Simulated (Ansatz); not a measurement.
**Convergence study of the plane-wave cutoff for Nb3Au2 (I4mm, 5 atoms in the cell)**

```
Nb3Au2
1.0
   -1.71293     1.71293     7.68388
    1.71293    -1.71293     7.68388
    1.71293     1.71293    -7.68388
Nb Au
3 2
Cartesian
  0.00000   0.00000   0.05001
  0.00000   0.00000   6.13543
  0.00000   0.00000   9.23234
  0.00000   0.00000   3.07002
  0.00000   0.00000  12.29775
```

Method of the run: PBEsol, default PAW files made with PBE (plane waves; Ansatz, a quantum-chemistry and plane-wave program).

Base settings: basis.ecutwfc = 420 eV; kpoints.mp_grid.grid = 6 6 6; hamiltonian.xc = pbesol; hamiltonian.pseudopotentials = {kind: paw} (the program's default PAW files); scf.occupations.method = fermi_dirac; scf.occupations.width = 0.1 eV.

The second cell is the first with its lattice scaled by 0.98.

The mesh stays at the base's, so the ladder's end is converged at best in this setting alone.

The first pressure column holds Ansatz's estimate of the finite-basis (Pulay) stress, which hides part of the cutoff error; the other is without it.

Only quantities that move along the ladder and can be compared are tabulated.

The count of work is k-points × plane waves × bands × iterations; it is no time. 

The starting cell comes from a database of computed structures (which also holds hypothetical and non-ambient phases and stackings), without a prior relaxation at this level. Its lattice was rescaled by up to half a per cent. One atom was moved a little off its site on purpose. Spin polarisation is off. In the base run, with a pressure of about -8 GPa the cell is away from its equilibrium volume at this level.

| basis.ecutwfc | free energy less the last step's (meV/atom) | energy of the compressed cell less the first (meV/atom) | pressure (GPa) | pressure without the Pulay estimate (GPa) | largest difference of a force vector from the last step's (eV/Å) | count of work / last |
|---|---|---|---|---|---|---|
| 145 eV | 32837.63 | -328.22 | -42.72 | -901.14 | 0.822 | 0.085 |
| 170 eV | 14997.65 | -137.43 | -11.33 | -506.98 | 1.058 | 0.11 |
| 190 eV | 7580.41 | 27.49 | -3.48 | -302.76 | 0.807 | 0.11 |
| 210 eV | 3630.73 | 50.93 | -0.67 | -172.93 | 0.539 | 0.12 |
| 230 eV | 1644.14 | 19.97 | -3.23 | -95.45 | 0.403 | 0.13 |
| 250 eV | 707.66 | -0.61 | -7.07 | -52.16 | 0.135 | 0.15 |
| 295 eV | 90.04 | -16.94 | -7.88 | -15.72 | 0.011 | 0.16 |
| 335 eV | 10.81 | -16.01 | -7.72 | -8.90 | 0.004 | 0.19 |
| 380 eV | 1.57 | -15.89 | -7.70 | -7.78 | 0.001 | 0.23 |
| 420 eV | 0.88 | -15.95 | -7.71 | -7.74 | 0.000 | 0.27 |
| 460 eV | 0.44 | -15.98 | -7.71 | -7.74 | 0.000 | 0.31 |
| 505 eV | 0.23 | -15.99 | -7.71 | -7.72 | 0.000 | 0.36 |
| 565 eV | 0.15 | -15.99 | -7.71 | -7.72 | 0.000 | 0.43 |
| 630 eV | 0.10 | -15.99 | -7.72 | -7.72 | 0.000 | 0.49 |
| 735 eV | 0.05 | -16.00 | -7.72 | -7.72 | 0.000 | 0.63 |
| 840 eV | 0.02 | -16.00 | -7.72 | -7.72 | 0.000 | 0.76 |
| 1010 eV | 0.00 | -16.00 | -7.72 | -7.72 | 0.000 | 1.0 |

Coarsest basis.ecutwfc that holds the pressure within 1 GPa of the last step, with all finer ones: 250 eV, at 0.15 of the last step's count of work; the step before is off by 4.5 GPa.

Coarsest basis.ecutwfc that holds the energy of the compressed cell less the first within 2 meV/atom of the last step, with all finer ones: 295 eV, at 0.16 of the last step's count of work; the step before is off by 15 meV/atom.

Coarsest basis.ecutwfc that holds the free energy within 0.5 meV/atom of the last step, with all finer ones: 460 eV, at 0.31 of the last step's count of work; the step before is off by 0.88 meV/atom.

The energy difference between the two cells stays within 1 meV/atom of the last step's from 295 eV on, the total only from 420 eV on: much of the error is common to both cells and cancels.

At the lowest cutoff the pressure without the Pulay estimate lies 893 GPa under the last step's, the usual sign of Pulay stress in an incomplete plane-wave basis.

Keys are those of Ansatz 0.2.
